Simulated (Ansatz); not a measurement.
Abridged Ansatz (an electronic-structure program) output:

```
Relaxation: its limit of steps is 50 (relax.max_steps)
Pseudopotential: Mo, paw, valence charge 14
Pseudopotential: S, paw, valence charge 6
Crystal: 6 atoms, lattice volume = 99.779 Å³
Basis set: ecut = 420 eV, 1923 PW (Γ), exchange–correlation on 48×48×160 points (8 copies of the dense FFT grid, shifted against one another)
Bands: 32, of which v1, the nominal top of the filled ones, is band 26 counted from 1 (25 counted from 0)
Symmetry: 24 space group operations
k-points: 38 of 432
Functional: x = pbesol(κ = 0.804, μ = 0.12345679012345678), c = pbesol(β = 0.046)
SCF iter   1: F=—  HF=-13342.619012 eV  |F-HF|=—  |Δ(HF+E_count)|=         —  Δρ=6.64e-3  dr2=2.13e-2  ethr=1.77e-3  ⟨swp⟩=6.6  Hψ=5282  notcnv=0
SCF iter   2: F=—  HF=-13342.622952 eV  |F-HF|=—  |Δ(HF+E_count)|=   3.94e-3  Δρ=3.78e-3  dr2=7.19e-3  ethr=4.09e-5  ⟨swp⟩=2.4  Hψ=2225  notcnv=0
SCF 1 converged in 8 iterations: F = -13342.624770 eV  dr2 = 1.53e-10
relax step   1: F+E_penalty+E_count = -13342.62477045 eV  Δ(F+E_penalty+E_count) = +0.000e0 eV  max|allowed force component| = 4.947e-1 eV/Å  Δτ_max = 0.0000 Å  (8 SCF iters, accepted)
Crystal: 6 atoms, lattice volume = 99.779 Å³
SCF iter   1: F=—  HF=-13342.647389 eV  |F-HF|=—  |Δ(HF+E_count)|=         —  Δρ=2.72e-3  dr2=6.79e-3  ethr=1.24e-5  ⟨swp⟩=2.3  Hψ=4261  notcnv=0  defer=12
SCF iter   2: F=—  HF=-13342.645979 eV  |F-HF|=—  |Δ(HF+E_count)|=   1.41e-3  Δρ=1.44e-3  dr2=1.87e-3  ethr=1.24e-5  ⟨swp⟩=1.2  Hψ=1284  notcnv=0  defer=12
SCF 2 converged in 7 iterations: F = -13342.645309 eV  dr2 = 3.09e-10
relax step   2: F+E_penalty+E_count = -13342.64530946 eV  Δ(F+E_penalty+E_count) = -2.054e-2 eV  max|allowed force component| = 2.144e-1 eV/Å  Δτ_max = 0.0353 Å  (7 SCF iters, accepted)
Crystal: 6 atoms, lattice volume = 99.779 Å³
SCF iter   1: F=—  HF=-13342.649999 eV  |F-HF|=—  |Δ(HF+E_count)|=         —  Δρ=8.02e-4  dr2=5.87e-4  ethr=1.11e-5  ⟨swp⟩=2.9  Hψ=3311  notcnv=0  defer=12
SCF iter   2: F=—  HF=-13342.649878 eV  |F-HF|=—  |Δ(HF+E_count)|=   1.22e-4  Δρ=4.28e-4  dr2=1.66e-4  ethr=1.13e-6  ⟨swp⟩=1.1  Hψ=1522  notcnv=0  defer=12
SCF 3 converged in 7 iterations: F = -13342.649736 eV  dr2 = 2.15e-11
relax step   3: F+E_penalty+E_count = -13342.64973612 eV  Δ(F+E_penalty+E_count) = -4.427e-3 eV  max|allowed force component| = 9.593e-4 eV/Å  Δτ_max = 0.0103 Å  (7 SCF iters, accepted)
SCF converged after 7 iterations
[...]
Internal energy: -13342.649721 eV  (E = F + TS)
E sigma→0 (E₀):  -13342.649729 eV
Entropy (-TS):   -0.000015 eV (-0.003 meV/atom)
Fermi energy:    12.367654 eV
  E_disp       = -2.368445  (pairwise vdW)
--- Forces (eV/Å), atoms counted from 1 ---
  atom   1  Mo     0.00000000     0.00000000     0.00000000
  atom   2  Mo     0.00000000    -0.00000000     0.00000000
  atom   3  S      0.00000000    -0.00000000     0.00095927
  atom   4  S     -0.00000000     0.00000000     0.00095927
  atom   5  S      0.00000000     0.00000000    -0.00095927
  atom   6  S     -0.00000000    -0.00000000    -0.00095927
--- Stress (GPa, compression-positive) ---
       -0.250180       0.000000       0.000000
        0.000000      -0.250180       0.000000
        0.000000       0.000000      -1.493828
  P = ⅓ Tr σ = -0.6647 GPa (-6.647 kbar)
--- Relaxed structure (3 steps of the walk, 3 accepted, 0 SCFs on fresh bases) ---
  atoms:
    - { symbol: Mo, position: [0.6666666666666666, 0.3333333333333333, 0.24999999999999994] }
    - { symbol: Mo, position: [0.3333333333333333, 0.6666666666666666, 0.7499999999999998] }
    - { symbol: S, position: [0.6666666666666666, 0.3333333333333333, 0.8814079646018518] }
    - { symbol: S, position: [0.3333333333333333, 0.6666666666666666, 0.3814079646018519] }
    - { symbol: S, position: [0.3333333333333333, 0.6666666666666666, 0.11859203539814803] }
    - { symbol: S, position: [0.6666666666666666, 0.3333333333333333, 0.6185920353981479] }
```

Question: What was computed, and what are the main results?

Answer: MoS2, 6 atoms in the cell, with PBEsol-D3(BJ) (Ansatz), scalar-relativistic without spin-orbit coupling. The last SCF converged to F = -13342.649736 eV, or -2223.7750 eV per atom, at a pressure of -0.66 GPa. The total energy compares only with runs of the same code, potentials and settings.

The cells carry an imposed strain or load. Stability against distortions was not tested. The cell was made from MoS2 (space group P6_3/mmc, No. 194; layered, stacked along the Cartesian z axis) by this change: uniaxial strain ε_zz = +1.80 %.

Keys are those of Ansatz 0.2.
